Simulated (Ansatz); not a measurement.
PbZrO3 (Amm2, No. 38, 5 atoms in the cell; start mp-20337; a measured phase of this formula has another space group) was calculated with r²SCAN0 (plane waves, PAW; Ansatz, a first-principles code).

Settings: plane-wave cutoff 520 eV, 6×6×6 k mesh, Fermi–Dirac smearing 0.01 eV, scalar-relativistic PAW data made under PBE.

Cell (relaxed at this level):

```xyz
5
Lattice="4.1145 0.0000 0.0000 0.0000 2.9327 2.9918 0.0000 -2.9327 2.9918" Properties=species:S:1:pos:R:3 pbc="T T T"
Zr     2.0573     0.0000     3.0361
Pb     0.0000     0.0000     5.6641
O      2.0573    -1.5614     1.7745
O      2.0573     1.5614     1.7745
O      0.0000     0.0000     3.3499
```

### Question
Predict the band gap, smallest direct gap on the k points sampled and Γ–Γ gap.

### Answer

* **band gap**: 4.69 eV (on the SCF k mesh)
* **smallest direct gap on the k points sampled**: 5.01 eV
* **Γ–Γ gap**: 7.05 eV

Note: the relaxation could not lower the start's symmetry, so the cell can be a saddle point above a distorted one.

Spin–orbit coupling is not included; with these elements it can move the gap by several tenths of an eV or more.

Computed values are for the static lattice.

The result took about 29 core-minutes (a rough figure).

A start named mp-… is a Materials Project structure, which need not be a measured phase.
